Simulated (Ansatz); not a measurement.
Base system: CaSnSe3 in the cubic perovskite structure (space group Pm-3m, No. 221; a = 5.289 Å; a hypothetical phase, not in the database extracts checked).

(Cell as relaxed with PBE.)

Levels (all Ansatz, a first-principles code, PAW): PBE (420 eV, scalar-relativistic without spin-orbit coupling); PBEsol (420 eV, spin-orbit coupling left out).

Each level relaxes its own structure.

```
base                      PBE    PBEsol
-------------------  --------  --------
volume per atom      29.59 Å³  28.31 Å³
lattice parameter a   5.289 Å   5.212 Å
band gap                 zero      zero
```

One thing is altered: cell and atoms relaxed at a pressure of 1.5 GPa.

| quantity | PBE | PBEsol |
|---|---|---|
| lattice parameter a | 5.235 Å | 5.164 Å |
| band gap | zero | zero |

PBE's lattice parameter a lies 0.071 Å above PBEsol's (1.4 %); the two agree on the band gap. Neither level is exact; PBEsol is the comparison here, not a measurement.

Load acts through the strain it causes; cell and atoms are relaxed under it. Stability against distortions was not tested. The final runs are not spin-polarised. Many cubic perovskites are stable only at high temperature; tilts and polar distortions were not tested.
